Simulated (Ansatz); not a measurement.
Take Si in the diamond structure (space group Fd-3m, No. 227; a = 5.444 Å) as the base.

Level of theory: Ansatz (an electronic-structure program), r2SCAN, PAW, cutoff 500 eV, spin-orbit coupling left out.

One change was made to it. Results:

```json
[
 {"quantity": "band gap", "base": "0.78 eV", "after": "zero"},
 {"quantity": "shortest interatomic distance", "base": "2.357 Å", "after": "2.349 Å"}
]
```

**Question.** Which change produced these results?
A) Si → Fe
B) Si → Pb
C) Si → C

**Answer.** A, Si → Fe. For comparison, the shortest interatomic distance in the other runs: Si → Pb gives 3.010 Å; Si → C gives 1.542 Å.

The magnetic state is the one reached from the starting moments; the real material's order can differ, and small cells can't hold many antiferromagnetic ones. Whether these cells are dynamically stable was not tested. As relaxed here, Fe is a hypothetical phase, not in the database extracts checked. For Pb in this form, whether it has been made was not checked. This is not the structure that Pb has at room temperature and ambient pressure.
